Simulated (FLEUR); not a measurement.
Band structure of MgH₂ (P4_2/mnm, 6 atoms in the cell).

```
MgH2
1.0
    4.53220     0.00000     0.00000
    0.00000     4.53220     0.00000
    0.00000     0.00000     3.02965
Mg H
2 4
Direct
  0.50000   0.50000   0.50000
  0.00000   0.00000   0.00000
  0.69557   0.69557   0.00000
  0.30443   0.30443   0.00000
  0.80443   0.19557   0.50000
  0.19557   0.80443   0.50000
```

Level of theory: PBE, all-electron FLAPW (FLEUR), scalar-relativistic valence run with FLEUR.

Settings: Kmax = 4.4 1/bohr; GmaxXC = 17.6 1/bohr; xcFunctional = pbe; jspins = 1; l_soc = F; mode = hist; fermiSmearingEnergy = 0.0001 Htr; mesh (inpgen div1-3) = 6 6 9; inpgen gamma flag = true; Gmax = 17.6 1/bohr; numbands = 0; maxIterBroyd = 99; imix = Anderson; alpha = 0.05.

The starting cell comes from a database of computed structures (which also holds hypothetical and non-ambient phases and stackings), without a prior relaxation at this level. Its lattice was rescaled by a random factor within 2.5 % of one. Values depend on the basis (sphere radii, cutoffs, local orbitals), which need not be converged.

Levels in eV from the Fermi level, bands 9 to 16:
| point | 9 | 10 | 11 | 12 | 13 | 14 | 15 | 16 |
|---|---|---|---|---|---|---|---|---|
| Γ | -6.36 | -1.43 | -1.43 | -0.44 | 4.75 | 4.97 | 9.10 | 9.10 |
| X | -4.76 | -4.76 | -0.50 | -0.50 | 5.32 | 5.32 | 10.01 | 10.01 |
| M | -3.71 | -3.71 | -2.68 | -2.68 | 8.96 | 8.96 | 9.11 | 9.11 |
| Z | -2.97 | -2.97 | -0.08 | -0.08 | 6.23 | 6.23 | 6.78 | 6.78 |
| R | -2.24 | -2.24 | -1.07 | -1.07 | 5.14 | 5.14 | 6.76 | 6.76 |
| A | -1.86 | -1.86 | -0.93 | -0.93 | 3.81 | 3.81 | 4.18 | 4.18 |
